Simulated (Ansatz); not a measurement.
The reference is Nb in the bcc (W type) structure (space group Im-3m, No. 229; a = 3.304 Å; relaxed with 0.1 eV smearing). Axes: x, y, z lie along the cube axes.

Computed with Ansatz (a first-principles code), r2SCAN, PAW, cutoff 500 eV, no spin-orbit coupling.

Modification: an isotropic linear strain of +3.00 %; the atoms relax in the strained cell.

Q: Predict the stress tensor and what it implies for the stiffness.

A: Stress of the strained cell less that of the base (GPa, compression positive):
```
  -13.1     0.0     0.0
    0.0   -13.1     0.0
    0.0     0.0   -13.1
```

Then B = −ΔP/(ΔV/V₀) with ΔV/V₀ = 0.0927 gives secant stiffness values (nonlinear terms included at this strain): B ≈ 142 GPa.

As a check, the harmonic strain energy −½ V₀ Δσ:ε is 67 meV/atom; the computed energy rise is 73 meV/atom.

Whether these cells are dynamically stable was not tested. The final runs are not spin-polarised.
